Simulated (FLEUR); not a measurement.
# Equation of state of rock-salt SnTe (space group 225): energy against volume (FLEUR, LDA)

```yaml
crystal:
  lattice:
    - [0.00000, 3.03710, 3.03710]
    - [3.03710, 0.00000, 3.03710]
    - [3.03710, 3.03710, 0.00000]
  atoms:
    - { symbol: Sn, position: [0.00000, 0.00000, 0.00000] }
    - { symbol: Te, position: [0.50000, 0.50000, 0.50000] }
```

Computed with LDA (Perdew-Zunger), all-electron FLAPW (FLEUR), scalar-relativistic valence run with FLEUR. Settings: Kmax = 4.33 1/bohr; GmaxXC = 13 1/bohr; xcFunctional = pz; jspins = 1; l_soc = F; mode = hist; fermiSmearingEnergy = 0.00036749 Htr; mesh (inpgen div1-3) = 9 9 9; inpgen gamma flag = false; Gmax = 13 1/bohr; numbands = 0; maxIterBroyd = 40; imix = Anderson; alpha = 0.05; precondParam = 0; minDistance = 1e-05 me/bohr^3. The cell above is the first row's. The rows scale it uniformly. In all rows fractional positions and the k mesh are held. E is the free energy at the stated smearing, counted from the lowest row.

| V (Å^3/atom) | E (meV/atom) |
|---|---|
| 28.014 | 33.08 |
| 28.623 | 17.38 |
| 29.232 | 7.00 |
| 29.841 | 1.38 |
| 30.450 | 0.00 |
| 31.059 | 2.42 |
| 31.668 | 8.23 |
| 32.277 | 17.10 |
| 32.886 | ? |

### Question
Using the third-order Birch-Murnaghan form, a cubic in V^(-2/3), estimate the missing E at V = 32.886 from the other rows, showing the fit.

### Answer
With u = V^(-2/3) - 0.1034, the rows have u = 0.0050135, 0.0034702, 0.0019807, 0.0005420, -0.0008486, -0.0021935, -0.0034952, -0.0047559. Least squares gives E = 0.367 + 1304.8·u + 1027221·u² + 2782559·u³. Residuals (row less fit): 0.001, -0.001, -0.003, 0.004, 0.002, 0.002, -0.007, 0.004; standard error 0.005 (degrees of freedom: 4). Its minimum lies at u = -0.0006368, so V0 = (0.1027632)^(-3/2) = 30.36. There d²E/du² = 2044000 and d³E/du³ = 1.670e7, so B0 = (4/9) × 30.36^(-7/3) × 2044000 × 0.160218 = 50.6 GPa (the last factor turns the table's units into GPa), and B0' = 4 + (2/3) × 0.1027632 × (1.670e7)/2044000 = 4.6. At the withheld row, u = -0.0059775, so E = 0.367 + 1304.8 × (-0.0059775) + 1027221 × (-0.0059775)² + 2782559 × (-0.0059775)³ = 28.676 meV/atom. The calculation gives 28.69 meV/atom, 0.014 meV/atom above the prediction (under 0.05 % of the range of E in the table). The row lies outside the fitted rows, so this is an extrapolation. From the scatter of the fitted rows alone, a prediction at this place has a standard error of 0.012 meV/atom, so the miss is 1.2 times that.

Carrying the step between the two nearest rows on in a straight line would have given 25.97, off by 2.72; series whose last step already gives the withheld value aren't shown. The scan was laid around a cell of about the measured size, scaled by a guess for this functional. This is the room-temperature phase, which distorts on cooling and is held here by symmetry. The runs keep the symmetry of the cell, so they don't test it for distortions. Values depend on the basis (sphere radii, cutoffs, local orbitals), which need not be converged. Spin-orbit coupling is off. Cutoffs and mesh are single choices, not tested for convergence of this quantity. Series with a scatter that would blur these digits, or in which a gap closes, are not shown. Nor are scans whose minimum lies at an end fitted in this form.
